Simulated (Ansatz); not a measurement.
Given:

```yaml
crystal:
  lattice:
    - [3.79544, 0.00000, 0.00000]
    - [1.89772, 3.28695, 0.00000]
    - [0.00000, 0.00000, 15.90475]
  atoms:
    - { symbol: Ga, position: [0.33333, 0.33333, 0.17314] }
    - { symbol: Ga, position: [0.66667, 0.66667, 0.67314] }
    - { symbol: Ga, position: [0.66667, 0.66667, 0.82686] }
    - { symbol: Ga, position: [0.33333, 0.33333, 0.32686] }
    - { symbol: Se, position: [0.33333, 0.33333, 0.59981] }
    - { symbol: Se, position: [0.66667, 0.66667, 0.09981] }
    - { symbol: Se, position: [0.66667, 0.66667, 0.40019] }
    - { symbol: Se, position: [0.33333, 0.33333, 0.90019] }
```

No spin polarisation.

The values are results of plane-wave PAW DFT at the PBE-D3(BJ) level (Ansatz, a quantum-chemistry and plane-wave program, 420 eV), scalar-relativistic without spin-orbit coupling, earlier PAW set, not measurements. Γ-centred 10×10×2 mesh, Fermi–Dirac width 0.05 eV.

Task: Predict the band gap and valence-band top at Γ.

Result: 
- Band gap: 0.71 eV
- Valence-band top at Γ (three highest levels, from the VBM): 0.00, -1.30, -1.30 eV

The cells carry an imposed strain or load. Whether these cells are dynamically stable was not tested. The cell was made from GaSe in the beta-GaS type structure (space group P6_3/mmc, No. 194; layered, stacked along the Cartesian z axis) by this change: biaxial strain +0.69 %, plane normal [001], relaxed out of plane.
